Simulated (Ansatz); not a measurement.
## CdS: band gap against strain

CdS (zinc blende, F-43m, 24.696 Å³/atom at rest) under an equal strain ε in the (001) plane with the normal axis free, as in a coherent film. PBEsol in Ansatz, a plane-wave DFT program (PAW, default set), 420 eV, 10×10×10 Γ-centred mesh, Fermi-Dirac smearing 0.05 eV; ions are relaxed within the symmetry of each cell. Gaps are the smallest over the k-mesh and a band path, without spin-orbit coupling; in all rows the valence edge lies at Γ and the conduction edge at Γ.

Here s stands for strain and Eg for gap.

```csv
strain (%),gap (eV)
-3.00,?
-1.50,0.988
-1.00,0.996
-0.50,1.004
0.00,1.012
```

The 4 complete rows are fitted with a straight line, Eg against s. Means: s -0.75000, Eg 1.0000. About the means, the sum of products is 0.020000 and the sum of squares of s is 1.2500; the slope is their ratio. Least squares gives Eg = 1.0120 + 0.01600·s. Residuals (row less fit): 0.0000, 0.0000, 0.0000, 0.0000; standard error 0.0000 (degrees of freedom: 2). Over these rows the gap moves by 1.6 ± 0.03 eV per unit strain.

Q: Estimate the missing Eg (s = -3.00); what did the run itself give?

A: Eg = 1.0120 + 0.01600 × (-3.0) = 0.9640 eV. The calculation gives 0.957 eV, 0.0070 eV below the prediction (12.7 % of the range of Eg in the table). The row lies outside the fitted rows, so this is an extrapolation. The fitted rows scatter only by rounding.

One order more, fitted to all 7 runs of the series, follows each within 0.001, so the miss is the next term of a smooth law. CdS is here a metastable form; wurtzite is the usual one. Rows are the converged runs of the series near zero and its far end; series whose fitted rows scatter by over a few per cent of the range, as at a crossing or softening among them, aren't shown in this form. Most that stay on the fit to the last digits aren't either.
